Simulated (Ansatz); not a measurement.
Consider a periodic stack without vacuum, cubic BaZrO3 (1 1 0) on zinc-blende InAs (1 1 0) (film strained to the substrate, started from cuts of the bulks and a machine-learned relaxation; slabs As6In6 and Ba3Zr3O11, which can lie off the formulas): substrate slab As6In6, film Ba3Zr3O11, surface cells [[0, -1], [1, -1]] and [[1, 0], [1, 1]], film strained by +3.5 and +3.5 %, outermost planes AsIn/AsIn and O/O as cut, which need not be the usual terminations and can put a slab off its formula. Its start:

```yaml
crystal:
  lattice:
    - [4.37394, 0.00000, 0.05049]
    - [4.37394, 6.18568, 0.24766]
    - [0.63941, 2.29936, 23.37193]
  atoms:
    - { symbol: As, position: [0.55153, 0.34180, 0.02921] }
    - { symbol: As, position: [0.48100, 0.78118, 0.13224] }
    - { symbol: As, position: [0.51664, 0.21607, 0.22182] }
    - { symbol: As, position: [0.55631, 0.65581, 0.31904] }
    - { symbol: As, position: [0.56017, 0.08001, 0.41375] }
    - { symbol: As, position: [0.62302, 0.49134, 0.51298] }
    - { symbol: In, position: [0.71755, 0.04064, 0.12220] }
    - { symbol: In, position: [0.77043, 0.61984, 0.03538] }
    - { symbol: In, position: [0.80658, 0.90936, 0.31347] }
    - { symbol: In, position: [0.76704, 0.46478, 0.22344] }
    - { symbol: In, position: [0.92617, 0.84572, 0.51081] }
    - { symbol: In, position: [0.79263, 0.33889, 0.40653] }
    - { symbol: Ba, position: [0.61698, 0.67103, 0.64942] }
    - { symbol: Zr, position: [0.64856, 0.15894, 0.64939] }
    - { symbol: O, position: [0.85080, 0.92471, 0.59340] }
    - { symbol: O, position: [0.44881, 0.42459, 0.57660] }
    - { symbol: O, position: [0.12109, 0.16343, 0.65452] }
    - { symbol: Ba, position: [0.17241, 0.10035, 0.77515] }
    - { symbol: Zr, position: [0.16379, 0.60172, 0.77333] }
    - { symbol: O, position: [0.35136, 0.41611, 0.70358] }
    - { symbol: O, position: [0.87260, 0.90421, 0.71643] }
    - { symbol: O, position: [0.65145, 0.60390, 0.77291] }
    - { symbol: Ba, position: [0.71404, 0.53363, 0.89431] }
    - { symbol: Zr, position: [0.71015, 0.03105, 0.90101] }
    - { symbol: O, position: [0.93457, 0.80942, 0.84097] }
    - { symbol: O, position: [0.40874, 0.32251, 0.83573] }
    - { symbol: O, position: [0.16131, 0.05380, 0.89439] }
    - { symbol: O, position: [0.46907, 0.28810, 0.96091] }
    - { symbol: O, position: [0.86002, 0.78237, 0.96544] }
```

The start was prepared with a machine-learned potential, and the result is one local minimum, with the in-plane cell held and forces under 0.04 eV/Å; the film can end far from its bulk form.

Level of theory: PBE (plane waves to 420 eV, PAW; Ansatz, a quantum-chemistry and plane-wave program). Spin–orbit coupling is left out; the runs are not spin-polarised; PBE gaps are too small against experiment. Its k-point mesh 7×4×1, Fermi–Dirac width 0.05 eV.

Predict the relaxed interface.


* **interface area**: 27.1 Å²
* **period**: 22.97 Å
* **heights between the nearest atoms of the two slabs at the two interfaces**: 1.55 and 1.55 Å
* **As–O contacts across the interfaces within 1.22 times the sum of covalent radii**: 2, mean 1.79 Å
* **As–Ba contacts across the interfaces within 1.22 times the sum of covalent radii**: 2, mean 3.52 Å
* **Ba–In contacts across the interfaces within 1.22 times the sum of covalent radii**: 2, mean 3.58 Å
* **In–O contacts across the interfaces within 1.22 times the sum of covalent radii**: 2, mean 2.07 Å
